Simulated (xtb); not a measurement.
xtb 6.7.1, GFN1-xTB: Zr(O)(F)(OMe) (C[O][Zr](=[O])[F]), 8 atoms. The geometry is a generated start, not checked to be a minimum at this level.

| Item | Result |
|---|---|
| method | GFN1-xTB |
| --acc | 1 (default) |
| --etemp (K) | 300 (default) |
| detailed input (--input) | none: ANC optimiser, Lindh (1995) Hessian, microcycle=20, maxdispl=1.0, hlow=0.01 (default) |
| basis functions | 32 |
| valence electrons | 30 |

```xyz
8

Zr     0.5321     1.1784     1.1883
O      1.4380     1.6686    -0.2302
F     -1.1170     2.0953     1.1894
O      0.1316    -0.6360     0.8446
C     -0.1851    -1.0060    -0.4934
H      0.4100    -0.3882    -1.2045
H      0.0539    -2.0669    -0.6269
H     -1.2636    -0.8451    -0.6672
```

Charge 0 and multiplicity 1 are set for this test and not shown to be the ground state.

The structure is relaxed from this start with --opt LEVEL for the levels crude, sloppy, loose, lax, normal, tight, vtight, extreme, once each. Up to the end of the extreme run atoms move by at most 0.99 Å along an axis.

Problem. What is the loosest level that ends within 1 meV of the extreme run, and how many cycles does it take?

Solution. normal: 28 cycles against 90, ending 0.26 meV above.

| level | cycles | energy above the extreme run (meV) | gradient norm (eV/Å) |
|---|---|---|---|
| crude | 13 | 22 | 0.40 |
| sloppy | 18 | 13 | 0.22 |
| loose | 19 | 12 | 0.16 |
| lax | 24 | 2.1 | 0.046 |
| normal | 28 | 0.26 | 0.014 |
| tight | 29 | 0.24 | 0.0077 |
| vtight | 44 | 0.10 | 0.0019 |
| extreme | 90 | — | 0.0011 |
